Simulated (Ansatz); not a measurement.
Base system: a 10-atom supercell of LiTaO3 (space group R3c, No. 161; a = 5.1918 Å, c = 13.9220 Å (hexagonal axes)) at its relaxed geometry.

All numbers come from PBE, PAW, 420 eV (Ansatz, a quantum-chemistry and plane-wave program; no spin-orbit coupling).

Base values:

The pressure comes out as 0.0 GPa.

Now apply this change: a neutral Ta on a Li site (antisite), atoms relaxed at fixed cell, starting from a slightly rattled geometry.

### Question
How does this affect the shift of the substituted atom off its lattice site, pressure and largest displacement of a host atom from its site in the perfect cell?

### Answer
The shift of the substituted atom off its lattice site is 0.52 Å; the pressure goes from zero to 9.0 GPa; the largest displacement of a host atom from its site in the perfect cell amounts to 0.54 Å.

The magnetic state is the one reached from the starting moments; the real material's order can differ, and small cells can't hold many antiferromagnetic ones. The cell is small, so the values are those of an ordered compound at a high defect concentration; dilute-limit values will differ. Starting moments died away, wholly or in part, for Ta on a Li site (antisite); another magnetic solution may exist. The defect cell is spin-polarised and ends with 0.0 μB.
